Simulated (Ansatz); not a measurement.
# Sr3P2 (model structure, started from the A-La2O3 type, P-3m1, No. 164, 5 atoms in the cell)

All values below come from r²SCAN0 (plane waves, PAW; Ansatz, a program for electronic structure).

Settings: plane-wave cutoff 520 eV, 6×6×4 k mesh (along the axes of the cell as run), Fermi–Dirac smearing 0.01 eV, scalar-relativistic PAW data made under PBE.

Cell (relaxed with PBEsol):

```cif
data_P2Sr3
_chemical_formula_sum 'P2 Sr3'
_space_group_name_H-M_alt 'P 1'
_space_group_IT_number 1
_cell_length_a 5.08485
_cell_length_b 5.08485
_cell_length_c 6.57601
_cell_angle_alpha 90.000
_cell_angle_beta 90.000
_cell_angle_gamma 120.000
loop_
_space_group_symop_operation_xyz
  'x, y, z'
loop_
_atom_site_label
_atom_site_type_symbol
_atom_site_fract_x
_atom_site_fract_y
_atom_site_fract_z
_atom_site_occupancy
P1 P 0.33333 0.66667 0.21565 1
P2 P 0.66667 0.33333 0.78435 1
Sr1 Sr 0.00000 0.00000 0.00000 1
Sr2 Sr 0.33333 0.66667 0.68656 1
Sr3 Sr 0.66667 0.33333 0.31344 1
```

```
Property                                                           Value
-------------------------------------------  ---------------------------
band gap                                     1.96 eV (on the SCF k mesh)
smallest direct gap on the k points sampled                      2.67 eV
```

Note: the relaxation could raise the start's symmetry but not lower it, so the cell can be a saddle point; cell and atoms aren't relaxed at this level (largest force component 0.09 eV/Å, pressure 1.5 GPa).

Spin–orbit coupling is not included.

The computed numbers hold no vibrational or temperature effects.

A model structure was made by putting elements into a prototype or built by hand; it is no filed structure, need not be a known phase, and can be a saddle point held by its symmetry.
